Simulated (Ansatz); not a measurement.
L1₂ (Cu3Au-type) Pt3Ti, treated with PBEsol (PAW; Ansatz, a program for electronic structure).

The run printed, among other lines:

```
Crystal: 4 atoms, lattice volume = 60.052 Å³
Basis set: ecut = 520 eV, 1647 PW (Γ), exchange–correlation on 60×60×60 points (8 copies of the dense FFT grid, shifted against one another)
Bands: 40, of which v1, the nominal top of the filled ones, is band 33 counted from 1 (32 counted from 0)
Symmetry: 48 space group operations
Space group: Pm-3m (ITA 221), of the structure as read, at distance tolerance 3.9e-5 Å
k-points: 120 of 2744
Functional: x = pbesol(κ = 0.804, μ = 0.12345679012345678), c = pbesol(β = 0.046)
SCF iter   1: F=—  HF=-39628.917437 eV  |F-HF|=—  |Δ(HF+E_count)|=         —  Δρ=1.66e-2  dr2=2.30e-1
SCF iter   2: F=—  HF=-39628.901326 eV  |F-HF|=—  |Δ(HF+E_count)|=   1.61e-2  Δρ=9.09e-3  dr2=7.58e-2
  ...
SCF iter   8: F=—  HF=-39628.893087 eV  |F-HF|=—  |Δ(HF+E_count)|=   1.57e-9  Δρ=1.24e-6  dr2=1.41e-9
SCF iter   9: F=-39628.893087 eV  HF=-39628.893087 eV  |F-HF|=7.28e-12  |Δ(HF+E_count)|=  1.89e-10  Δρ=1.34e-7  dr2=1.27e-11
SCF 1 converged in 9 iterations: F = -39628.893087 eV  dr2 = 1.27e-11
SCF converged after 9 iterations
Free energy (F): -39628.893087 eV
Internal energy: -39628.882295 eV  (E = F + TS)
E sigma→0 (E₀):  -39628.887691 eV
Fermi energy:    22.017862 eV
--- Forces (eV/Å), atoms counted from 1 ---
  atom   1  Ti    -0.00000000     0.00000000     0.00000000
  atom   2  Pt     0.00000000    -0.00000000    -0.00000000
  atom   3  Pt     0.00000000    -0.00000000    -0.00000000
  atom   4  Pt     0.00000000     0.00000000     0.00000000
--- Stress (GPa, compression-positive) ---
       -3.258288      -0.000000       0.000000
        0.000000      -3.258288       0.000000
        0.000000       0.000000      -3.258288
  P = ⅓ Tr σ = -3.2583 GPa (-32.583 kbar)
```

Q: Write an input file that produces this run.

A: Several could match; the one computed here: 
Ansatz 0.2 input:
```yaml
crystal:
  lattice:
    - [3.916, 0.0, 0.0]
    - [0.0, 3.916, 0.0]
    - [0.0, 0.0, 3.916]
  atoms:
    - { symbol: Ti, position: [0.0, 0.0, 0.0] }
    - { symbol: Pt, position: [0.0, 0.5, 0.5] }
    - { symbol: Pt, position: [0.5, 0.0, 0.5] }
    - { symbol: Pt, position: [0.5, 0.5, 0.0] }
basis:
  ecutwfc: 520
  ecutrho_ratio: 4
  xc_grid: 2
kpoints:
  mp_grid: { grid: [14, 14, 14] }
hamiltonian:
  xc: pbesol
  dispersion: none
  pseudopotentials: { kind: paw }
scf:
  occupations: { method: fermi_dirac, width: 0.05 }
  convergence: { dr2_threshold: 0.0000000004 }
output:
  forces: true
  stress: true
  eigenvalues: true
```

The PAW data were made under PBE.

Note: cell and atoms aren't relaxed at this level (pressure -3.3 GPa).

Cost on a shared machine: very roughly 24 core-seconds.
